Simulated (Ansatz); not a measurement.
Cost and result by functional for the surface energy, mean of two unlike faces, of the (10-10) surface of ferroelectric LiNbO3 in its 1x1 cell (cut with top plane 2 Li + 2 Nb + 4 O, bottom plane 2 Li + 2 Nb + 2 O), relaxed from an ideal cut (the real face may reconstruct), with unlike faces, outermost plane spacing 0.13 Å in the ideal cut (in the relaxation 2 Li–O bonds formed; 8 Li–O bonds broke), in Ansatz (plane waves, PAW). Single points on the PBE structure, on one kind of machine; costs are rough ratios of the slab run's core time (references not counted) to the cheapest single point. r2SCAN's cost holds its higher cutoff (500 against 420 eV). Differences are taken against r2SCAN for comparison alone: no measured value is at hand, so the table doesn't rank accuracy.

Set-up: 80 atoms, Li16Nb16O48, 10.9 Å thick at the start; mesh 5x2x1; 0.025 eV smearing; dipole correction on; all atoms relaxed; start symmetry kept, larger cells not searched; no spin, no spin-orbit, no U. These notes are the PBE run's.

```tsv
functional	relative cost	surface energy, mean of two unlike faces, (J/m²)	less r2SCAN (J/m²)
PBEsol	1	1.00	-0.09
RPBE	1	0.56	-0.52
LDA	1	1.23	0.15
r2SCAN	2	1.08	0.00
PBE (the relaxed run's value)	–	0.80	-0.28
```

The values span 0.67 J/m², while the single points' costs differ by a factor of roughly 2. Differences are of unrounded values.

Ansatz is a program for electronic structure.
